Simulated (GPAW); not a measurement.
GPAW run on MnFeSi4 (P4/mmm, 6 atoms in the cell): self-consistent single point.

Method: LDA (Perdew-Wang 92), GPAW PAW datasets LDA (gpaw-data 1.0.1) (plane waves; GPAW).

```yaml
crystal:
  lattice:
    - [2.72947, 0.00000, 0.00000]
    - [0.00000, 2.72947, 0.00000]
    - [0.00000, 0.00000, 10.28549]
  atoms:
    - { symbol: Mn, position: [0.00000, 0.00000, 0.50000], spin: 4.0 }
    - { symbol: Fe, position: [0.00000, 0.00000, 0.00000] }
    - { symbol: Si, position: [0.50000, 0.50000, 0.36453] }
    - { symbol: Si, position: [0.50000, 0.50000, 0.63547] }
    - { symbol: Si, position: [0.50000, 0.50000, 0.86434] }
    - { symbol: Si, position: [0.50000, 0.50000, 0.13566] }
```
(The spins are starting values, not results.)

Reference input (self-consistent single point, DFT PBEsol, plane waves, GPAW PAW datasets PBEsol (made by gpaw-setup)): spinpol = true; mode = pw; ecut = 850 eV; xc = PBEsol; kpts = 7 7 2; mesh shift (steps) = 0 0 0; occupations.name = fermi-dirac; occupations.width = 0.1 eV; nbands = -12; convergence.density = 1e-05 e/electron; symmetry.symmorphic = false; symmetry.tolerance = 0.0005. This run's input differs from it in these lines:

```diff
@@ -20,3 +20,3 @@
             mode={'name': 'pw', 'ecut': 850},
-            xc='PBEsol',
+            xc='LDA',
             kpts={'size': (7, 7, 2), 'gamma': True},
```

Its files differ too (potentials: GPAW PAW datasets LDA (gpaw-data 1.0.1)).

Output, abridged:

```
     iter     time        total  log10-change:  magmom
                         energy   eigst   dens
iter:   1 --:--:--   -47.953251                   +4.0088
iter:   2 --:--:--   -47.992025   -0.15  -1.02    +2.3339
iter:   3 --:--:--   -48.114820   -0.77  -1.07    +0.6164
iter:   4 --:--:--   -48.493682   -1.27  -1.17    +0.7836
iter:   5 --:--:--   -47.936496   -1.94  -1.22    +0.5613
iter:   6 --:--:--   -47.693737   -1.67  -1.42    +0.3271
iter:   7 --:--:--   -47.646878   -2.43  -1.67    +0.3244
iter:   8 --:--:--   -47.614812   -2.70  -1.83    +0.3034
iter:   9 --:--:--   -47.606949   -2.85  -2.17    +0.2955
   [... lines left out ...]
iter:  14 --:--:--   -47.595921c  -4.38  -2.84    +0.0013
   [... 3 lines left out ...]
iter:  18 --:--:--   -47.596269c  -6.26  -3.68    +0.0003
iter:  19 --:--:--   -47.596401c  -6.24  -3.69    +0.0000
iter:  20 --:--:--   -47.596395c  -7.12  -4.02    -0.0003
iter:  21 --:--:--   -47.596421c  -6.91  -4.08    -0.0005
iter:  22 --:--:--   -47.596405c  -7.57c -4.35    -0.0005
iter:  23 --:--:--   -47.596419c  -7.99c -4.46    -0.0005
iter:  24 --:--:--   -47.596372c  -7.78c -4.58    -0.0004
iter:  25 --:--:--   -47.596390c  -8.71c -4.89    -0.0003
iter:  26 --:--:--   -47.596385c  -8.71c -5.10c   -0.0002
Converged after 26 iterations.

Dipole moment: (-0.000000, -0.000000, 0.000000) |e|*Ang

Total magnetic moment: (0.000000, 0.000000, -0.000188)
Local magnetic moments:
   0 Mn ( 0.000000,  0.000000, -0.000138)
   1 Fe ( 0.000000,  0.000000, -0.000055)
   2 Si ( 0.000000,  0.000000,  0.000002)
   3 Si ( 0.000000,  0.000000,  0.000002)
   4 Si ( 0.000000,  0.000000,  0.000002)
   5 Si ( 0.000000,  0.000000,  0.000002)

Energy contributions relative to reference atoms: (reference = -97448.264077)

Kinetic:        +26.826730
Potential:      -17.712971
External:        +0.000000
XC:             -56.909239
Entropy (-ST):   -0.118735
Local:           +0.258462
SIC:             +0.000000
--------------------------
Free energy:    -47.655753
Extrapolated:   -47.596385

Spin contamination: 0.000018 electrons
Showing only first 2 kpts
   [... lines left out ...]
Fermi level: 9.71256
No gap
   [... lines left out ...]
  0 Mn   -0.00000    0.00000    0.00000
  1 Fe   -0.00000    0.00000    0.00000
  2 Si    0.00000    0.00000    0.32131
  3 Si    0.00000    0.00000   -0.32131
  4 Si    0.00000    0.00000    0.24740
  5 Si    0.00000    0.00000   -0.24740

Stress tensor:
     0.049295     0.000000     0.000000
     0.000000     0.049295     0.000000
     0.000000     0.000000     0.052660
Stress (GPa, Voigt): [7.8979 7.8979 8.4371 0.     0.     0.    ]
```

The run converged in 26 iterations. GPAW prints stress with tension positive. Against the reference run the pressure goes from -3.43 to -8.08 GPa, the largest force goes from 0.111 to 0.321 eV/Å and the size of the net moment goes from 0.04 to 0.00 μB/atom.

The starting cell comes from a database of computed structures (which also holds hypothetical and non-ambient phases and stackings), without a prior relaxation at this level. The starting moments vanished: the run ended non-magnetic, which need not be the lowest state. With a pressure of about -8 GPa the cell is away from its equilibrium volume at this level.

Cost on one core of a shared machine: roughly 2 min.
